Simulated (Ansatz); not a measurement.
A computed series for CaO: response to strain

Base system: CaO in the rock salt structure (space group Fm-3m, No. 225).

```xyz
2
Lattice="0.0000 2.4154 2.4154 2.4154 0.0000 2.4154 2.4154 2.4154 0.0000" Properties=species:S:1:pos:R:3 pbc="T T T"
O      0.0000     0.0000     0.0000
Ca     2.4154     2.4154     2.4154
```

Strains are applied to the cell and any free atomic positions relax.

Calculations: PBE in Ansatz (plane waves to 420 eV, PAW, without spin-orbit coupling), earlier PAW set.

Computed cases, in order: isotropic strain −4.13 %; the unstrained base; isotropic strain +0.36 %; isotropic strain +2.10 %; isotropic strain +2.77 %; isotropic strain +4.80 %.

Question: Between which two neighbouring cases does the gap turn between direct and indirect?

Answer: Between isotropic strain +2.77 % (3.66 eV, indirect, Γ → X) and isotropic strain +4.80 % (3.57 eV, direct at Γ). The whole series: isotropic strain −4.13 %: 3.59 eV, indirect, Γ → X; the unstrained base: 3.66 eV, indirect, Γ → X; isotropic strain +0.36 %: 3.66 eV, indirect, Γ → X; isotropic strain +2.10 %: 3.66 eV, indirect, Γ → X; isotropic strain +2.77 %: 3.66 eV, indirect, Γ → X; isotropic strain +4.80 %: 3.57 eV, direct at Γ.

Whether these cells are dynamically stable was not tested.

Ansatz is a program for electronic structure.
